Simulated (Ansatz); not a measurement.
Base system: ZnSe in the zinc blende structure (space group F-43m, No. 216; a = 5.665 Å). Axes: x, y, z lie along the cube axes.

Levels (all Ansatz, an electronic-structure program, PAW): r2SCAN (500 eV, spin-orbit coupling left out); HSE06 (420 eV, no spin-orbit coupling).

Its gap is 1.87 eV with r2SCAN and 2.42 eV with HSE06.

It is then changed as follows: a pure shear with ε_xy = ε_yx = -0.0247; the atoms relax in the strained cell.

With r2SCAN the gap becomes 1.69 eV.

Problem. If the HSE06 correction stayed the same, what would the HSE06 gap be, and what does the HSE06 run give?

Solution. A rigid correction of +0.55 eV gives 2.24 eV. The HSE06 run gives 2.23 eV, so the two effects roughly add.

Single points use the geometry relaxed with r2SCAN. No phonon test of stability was made.
